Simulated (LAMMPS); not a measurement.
MD of Al (fcc) at zero pressure, 2048 atoms, as a crystal; each row is its own run.

Model: classical MD, pair style adp, file AlCu.adp (LAMMPS).

| T (K) | enthalpy (eV/atom) |
|---|---|
| 200 | -3.3086 |
| 300 | -3.2823 |
| 420 | -3.2505 |
| 560 | -3.2132 |
| 840 | -3.1345 |
| 980 | -3.0927 |
| 1120 | -3.0485 |

Fit a straight line, y = a + b x, to these rows (x is the first column, y the second) and predict the run at x = 700.

Least squares gives a = -3.3677 and b = 0.0002813. At x = 700 the fit predicts -3.1708 eV/atom. The run itself gave -3.1743 ± 0.0002 eV/atom, so the fit is 3.5 meV/atom high.

Caution (row 1120): this crystal lies over the melting point of about 1050 K that EAM-type AlCu.adp gives, so it is superheated.
